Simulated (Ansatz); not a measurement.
Cost and result by functional for the adsorption energy of CH3 on the 1x1 (10-10) surface of wurtzite ZnO (cut with top plane O + Zn), one in a 2x1 cell, started at the site 'top O', in Ansatz (plane waves, PAW). Single points on the PBE structure, on one kind of machine; costs are rough ratios of the slab run's core time (references not counted) to the cheapest single point. r2SCAN's cost holds its higher cutoff (500 against 420 eV). Differences are taken against r2SCAN for comparison alone: no measured value is at hand, so the table doesn't rank accuracy. The points keep PBE's geometry, so the relaxation of a polaron and the settling of charge on one site are left out.

Host crystal: wurtzite ZnO, with a band gap (PBE, scalar-relativistic without spin-orbit coupling).

Slab: 36 atoms, 9.4 Å thick at the start under the adsorbate (thin: gaps and levels are the slab's own); k 3x4x1, smearing 0.01 eV, dipole-corrected; 16 atoms held, the rest relaxed; no symmetry held; spin-polarised, no spin-orbit, no U, no dispersion correction. The starting moment vanished. At the end it is bonded to O. In PBE it is, or lies within 0.03 eV of, the lowest of the starts that converged. These notes are the PBE run's. r2SCAN: The program's check for a lower electronic state was not made. Adsorption energies are against CH4(g) − ½ H2(g). A negative adsorption energy means that the adsorbate is more stable on the surface than in its reference.

| functional | relative cost | adsorption energy (eV) | less r2SCAN (eV) |
|---|---|---|---|
| RPBE | 1 | 1.62 | 0.03 |
| r2SCAN | 2 | 1.59 | 0.00 |
| PBE (the relaxed run's value) | – | 1.43 | -0.16 |

The values span 0.19 eV, while the single points' costs differ by a factor of roughly 2. Differences are of unrounded values.

Ansatz is a first-principles code.
